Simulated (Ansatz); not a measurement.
The reference is WC (space group P-6m2, No. 187; relaxed with 0.1 eV smearing).

```
WC
1.0
    2.91308     0.00000     0.00000
   -1.45654     2.52280     0.00000
    0.00000     0.00000     2.83585
W C
1 1
Direct
  0.00000   0.00000   0.00000
  0.66667   0.33333   0.50000
```

Cartesian axes are those of the cell as printed.

Level of theory: r2SCAN (Ansatz, a program for electronic structure, PAW, scalar-relativistic without spin-orbit coupling), earlier PAW set.

The change: tensile biaxial strain of 4.29 % in the plane normal to [001], as in epitaxy on a mismatched substrate; the out-of-plane cell vector and the atoms relax.

Predict the new in-plane stress and ratio −ε⊥/ε∥.

The mean in-plane stress (compression positive) amounts to -32.5 GPa; the ratio −ε⊥/ε∥ comes out as 0.32.

Stability against distortions was not tested. The final runs are not spin-polarised.
